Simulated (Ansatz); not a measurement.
## CoCl2: response to strain

Take CoCl2 in the CdI2 type structure (space group P-3m1, No. 164; a = 3.5260 Å, c = 5.6970 Å; ferromagnetic; a model cell, its experimental status unchecked; layered, stacked along the Cartesian z axis) as the base. Axes: x lies along a and z along c of the hexagonal cell.

Strains are applied to the cell and any free atomic positions relax; under biaxial strain the out-of-plane vector relaxes too; under stress the whole cell relaxes.

The values are results of plane-wave PAW DFT at the r2SCAN+rVV10 level (Ansatz, a program for electronic structure, 500 eV), spin-orbit coupling left out, not measurements.

Notes on the quantities. pressure: mean of the normal stresses, compression positive.

```csv
variant,volume per atom,gap character,pressure
base,20.45 Å³,"indirect, M → K",0.00 GPa
"biaxial strain −4.03 %, plane normal [001], relaxed out of plane",?,"indirect, M → Γ",3.26 GPa
"biaxial strain −2.45 %, plane normal [001], relaxed out of plane",19.80 Å³,"indirect, M → Γ",1.89 GPa
"biaxial strain +0.99 %, plane normal [001], relaxed out of plane",20.70 Å³,"indirect, M → K",-0.68 GPa
"biaxial strain +2.32 %, plane normal [001], relaxed out of plane",?,"indirect, M → K",-1.54 GPa
"biaxial strain +4.43 %, plane normal [001], relaxed out of plane",21.57 Å³,"indirect, M → K",-2.76 GPa
uniaxial strain ε_yy = +0.76 %,20.60 Å³,"indirect, V₂ → C₂",-0.3 GPa
uniaxial strain ε_zz = +4.48 %,21.36 Å³,"indirect, M → K",-0.5 GPa
tensor shear ε_xz = +0.54 %,20.45 Å³,"indirect, T → k = (0.364, 0.273, 0) in the run's primitive reciprocal basis",0.0 GPa
"uniaxial stress, 2 GPa tension along x",20.70 Å³,"indirect, Y₂ → C",–
```

### Question
Some entries are withheld; estimate them.

### Answer

- biaxial strain −4.03 %, plane normal [001], relaxed out of plane, volume per atom: 19.39 Å³
- biaxial strain +2.32 %, plane normal [001], relaxed out of plane, volume per atom: 21.04 Å³

Stability under load was not tested beyond the relaxation. No Hubbard U is applied and the magnetic state is the run's own (CoCl2 ferromagnetic); small cells can't hold the antiferromagnetic order that many such compounds have, so gaps and moments can be off. k-point labels follow each cell's own Brillouin zone.
